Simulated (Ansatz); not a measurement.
We consider InGaN₂ (model structure, started from the LiGaO2 type, Pna2₁, No. 33, 16 atoms in the cell), described by PBEsol+SOC (Ansatz, an electronic-structure program, PAW).

Run with plane-wave cutoff 520 eV, 6×4×6 k mesh (along the axes of the cell as run), Fermi–Dirac smearing 0.01 eV, PAW data made under PBE.

Cell (relaxed with PBEsol):

GaInN2 is modelled in the orthorhombic space group Pna2₁ (No. 33), Pearson symbol oP16. Conventional cell: a = 5.793 Å, b = 6.728 Å, c = 5.443 Å, α = β = γ = 90.00°. In on 4a is surrounded by 4 N at 2.144–2.168 Å (tetrahedral). Ga on 4a sees 4 N at 1.943–1.961 Å (tetrahedral). N1 on 4a has 2 Ga at 1.943–1.953 Å and 2 In at 2.144–2.148 Å (tetrahedral). N2 on 4a sees 2 Ga at 1.958–1.961 Å and 2 In at 2.163–2.168 Å (tetrahedral). (Neighbours: up to the widest gap in distance over summed covalent radii, below 1.35, at either atom; cation-cation and far metal-metal contacts left out.)

Task: What does this level give for the band gap?

Result: 
- band gap: 0.62 eV (on the SCF k mesh)

Note: the relaxation could raise the start's symmetry but not lower it, so the cell can be a saddle point.

The computed numbers hold no vibrational or temperature effects.

The result took around 16 core-minutes (rough).

A model structure was made by putting elements into a prototype or built by hand; it is no filed structure, need not be a known phase, and can be a saddle point held by its symmetry.
